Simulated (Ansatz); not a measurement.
Cubic perovskite CsPbBr₃ (cubic high-temperature phase), treated with HSE06 (Ansatz, an electronic-structure program, PAW).

Run with plane-wave cutoff 460 eV, 4×4×4 k mesh, Fermi–Dirac smearing 0.01 eV, scalar-relativistic PAW data made under PBE.

The cell is scaled about its equilibrium volume:

| V (Å³/atom) | P (GPa) | direct gap at Γ (eV) | smallest gap on the k mesh (eV) |
|---|---|---|---|
| 40.334 | 1.22 | 6.196 | 2.093 |
| 40.901 | 0.87 | 6.168 | 2.160 |
| 41.396 | 0.59 | 6.145 | 2.215 |
| 42.457 | 0.05 | 6.095 | 2.325 |
| 43.518 | -0.41 | 6.047 | 2.425 |
| 44.580 | -0.82 | 6.002 | 2.516 |

The fundamental gap (2.34 eV at the equilibrium volume, on the SCF mesh) lies elsewhere than Γ–Γ.

Note: the relaxation could not lower the start's symmetry, so the cell can be a saddle point above a distorted one.

Spin–orbit coupling is not included; with these elements it can move the gap by several tenths of an eV or more.
